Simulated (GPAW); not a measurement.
Band structure of Al4C3 (R-3m, 7 atoms in the cell).

```
CELL_PARAMETERS angstrom
      1.66450     0.96100     8.32667
     -1.66450     0.96100     8.32667
      0.00000    -1.92200     8.32667
ATOMIC_POSITIONS crystal
  Al 0.12800 0.12800 0.12800
  Al 0.87200 0.87200 0.87200
  C  0.21700 0.21700 0.21700
  C  0.78300 0.78300 0.78300
  Al 0.29300 0.29300 0.29300
  Al 0.70700 0.70700 0.70700
  C  0.00000 0.00000 0.00000
```

Method of the run: PBEsol, GPAW PAW datasets PBEsol (made by gpaw-setup) (plane waves; GPAW).

Settings: mode = pw; ecut = 900 eV; xc = PBEsol; kpts = 5 5 5; mesh shift (steps) = 0 0 0; occupations.name = methfessel-paxton; occupations.width = 0.05 eV; occupations.order = 0; nbands = -6; convergence.bands = -4; symmetry.symmorphic = false; symmetry.tolerance = 0.0005; maxiter = 120; bandpath_npoints = 50.

The starting cell comes from a database of published, mostly measured structures (it also holds non-ambient and calculated ones), without a prior relaxation at this level.

Question: Predict the gap along the standard path and the places of the band edges.

Answer: The gap along the path is 1.36 eV, from Γ to L; the smallest direct gap on it is 2.06 eV.

Levels in eV from the top of the valence band on the SCF mesh, bands 9 to 16:
```csv
point,9,10,11,12,13,14,15,16
Γ,-0.74,-0.22,0.00,0.00,3.19,4.08,5.55,5.79
L,-2.62,-2.10,-1.78,-0.70,1.36,2.82,3.65,4.75
B1,-3.20,-3.19,-2.10,-1.16,2.26,3.50,4.45,5.55
B,-3.20,-3.19,-2.10,-1.16,2.26,3.50,4.45,5.55
Z,-0.62,-0.62,-0.07,-0.07,3.50,4.83,5.57,5.90
X,-3.35,-2.92,-2.23,-1.16,2.26,3.50,4.35,6.08
Q,-3.35,-2.92,-2.23,-1.16,2.26,3.50,4.35,6.08
F,-2.62,-1.83,-1.29,-0.93,1.51,2.44,3.77,4.83
P1,-2.34,-1.90,-1.51,-0.86,1.52,2.64,3.41,4.93
P,-2.34,-1.90,-1.51,-0.86,1.52,2.64,3.41,4.93
```
